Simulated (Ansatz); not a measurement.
Base system: Ti in the hcp (Mg type) structure (space group P6_3/mmc, No. 194; a = 2.936 Å, c = 4.637 Å). Axes: x lies along a and z along c of the hexagonal cell.

The values are results of plane-wave PAW DFT at the r2SCAN level (Ansatz, a quantum-chemistry and plane-wave program, 500 eV), spin-orbit coupling left out, not measurements.

Base values:

The shortest interatomic distance is 5.427 bohr, the pressure is 0.0 GPa and the band gap is zero.

One thing is altered: tensor shear ε_xy = +2.68 % (engineering shear γ = 0.0536), atoms relaxed at fixed cell.

What happens to the largest internal atomic displacement, energy relative to the base, shortest interatomic distance, pressure and band gap?

The largest internal atomic displacement amounts to 0.047 Å; the energy goes up by 7.4 meV/atom; the shortest interatomic distance shrinks by 0.049 bohr to 5.378 bohr; the pressure (mean of the normal stresses, compression positive) stays essentially unchanged (0.0 GPa against 0.1 GPa); the band gap is still zero.

Without a gap, meshes like the base's 18×18×10 leave anisotropic stresses uncertain by several tenths of a GPa, and small strain energies with them. The cells carry an imposed strain or load. No phonon test of stability was made. The final runs are not spin-polarised.
